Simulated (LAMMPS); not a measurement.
System: CeO2 (fluorite), 324 atoms, at 1620 K and 5 GPa, heated as the crystal.

All values are model results, not measurements: classical MD, Buckingham potential of Lewis and Catlow, J. Phys. C 18, 1149 (1985), first set, used with rigid ions (no shells), PPPM sums, short-range terms cut at 10 Å, modified for these runs by an r^-4 repulsive force inside the short-range force's maximum (LAMMPS).

| r (Å) | g(r), Ce-O |
|---|---|
| 1.780 | 0.000 |
| 1.820 | 0.008 |
| 1.860 | 0.022 |
| 1.900 | 0.126 |
| 1.940 | 0.324 |
| 1.980 | 0.505 |
| 2.020 | 1.22 |
| 2.060 | 1.82 |
| 2.100 | 2.51 |
| 2.140 | 3.31 |
| 2.180 | 4.27 |
| 2.220 | 4.80 |
| 2.260 | 4.89 |
| 2.300 | 4.71 |
| 2.340 | 4.61 |
| 2.380 | 3.85 |
| 2.420 | 3.82 |
| 2.460 | 3.25 |
| 2.500 | 2.80 |
| 2.540 | 2.38 |
| 2.580 | 1.82 |
| 2.620 | 1.73 |
| 2.660 | 1.33 |
| 2.700 | 0.964 |
| 2.740 | 0.872 |
| 2.780 | 0.683 |
| 2.820 | 0.463 |
| 2.860 | 0.403 |
| 2.900 | 0.299 |
| 2.940 | 0.288 |
| 2.980 | 0.163 |
| 3.020 | 0.120 |
| 3.060 | 0.108 |
| 3.100 | 0.087 |
| 3.140 | 0.049 |
| 3.180 | 0.050 |
| 3.220 | 0.022 |
| 3.260 | 0.024 |
| 3.300 | 0.009 |
| 3.340 | 0.005 |
| 3.380 | 0.004 |
| 3.420 | 0.004 |
| 3.460 | 0.002 |
| 3.500 | 0.000 |
| 3.540 | 0.002 |
| 3.580 | 0.008 |
| 3.620 | 0.000 |
| 3.660 | 0.002 |
| 3.700 | 0.009 |
| 3.740 | 0.013 |
| 3.780 | 0.020 |
| 3.820 | 0.037 |
| 3.860 | 0.063 |
| 3.900 | 0.097 |
| 3.940 | 0.127 |
| 3.980 | 0.205 |
| 4.020 | 0.283 |
| 4.060 | 0.411 |
| 4.100 | 0.496 |
| 4.140 | 0.682 |
| 4.180 | 0.989 |
| 4.220 | 1.25 |
| 4.260 | 1.56 |
| 4.300 | 1.77 |
| 4.340 | 2.14 |
| 4.380 | 2.39 |
| 4.420 | 2.92 |
| 4.460 | 3.17 |
| 4.500 | 3.31 |
| 4.540 | 3.29 |
| 4.580 | 3.38 |
| 4.620 | 3.22 |
| 4.660 | 3.00 |
| 4.700 | 2.75 |
| 4.740 | 2.32 |
| 4.780 | 1.93 |
| 4.820 | 1.57 |
| 4.860 | 1.20 |
| 4.900 | 0.915 |
| 4.940 | 0.709 |
| 4.980 | 0.481 |
| 5.020 | 0.341 |
| 5.060 | 0.256 |
| 5.100 | 0.163 |
| 5.140 | 0.108 |
| 5.180 | 0.070 |
| 5.220 | 0.049 |
| 5.260 | 0.035 |
| 5.300 | 0.038 |
| 5.340 | 0.039 |
| 5.380 | 0.069 |
| 5.420 | 0.094 |
| 5.460 | 0.133 |
| 5.500 | 0.219 |
| 5.540 | 0.312 |
| 5.580 | 0.482 |
| 5.620 | 0.650 |
| 5.660 | 0.807 |
| 5.700 | 1.08 |
| 5.740 | 1.21 |
| 5.780 | 1.44 |
| 5.820 | 1.62 |

Read from the full data:
- state found: crystal; no diffusion seen in 21 ps
- first peak of g(r), Ce-O: 2.27 Å, height 4.9
- coordination number of Ce by O: 8.0 (counted to 3.54 Å)
- coordination number of O by Ce: 4.00 (counted to 3.54 Å)

Caution: the potential ionic pair potential lewis1985a is fitted to static crystal properties with a polarisable anion, which is rigid here. Caution: a run this short can hold a crystal over, or a liquid under, the potential's own melting point, which these runs don't give.
